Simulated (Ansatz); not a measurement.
Take GaAs in the zinc blende structure (space group F-43m, No. 216; a = 5.6594 Å) as the base. Axes: x, y, z lie along the cube axes.

Level of theory: PBEsol in Ansatz (plane waves to 420 eV, PAW, no SOC), earlier PAW set.

A first run, uniaxial strain ε_xx = −0.48 %, gives secant values C11 ≈ 110 GPa and C12 ≈ 50 GPa from its stress. A second run applies isotropic strain −1.13 %.

### Question
What does linear elasticity predict for the bulk modulus −ΔP/(ΔV/V₀) in the second run, and what does the run give?

### Answer
Linear elasticity: (C11 + 2 C12)/3 = 70 GPa. The run gives 76 GPa; any difference comes from nonlinear terms at these strains and numerical noise.

Whether these cells are dynamically stable was not tested.

Ansatz is a first-principles code.
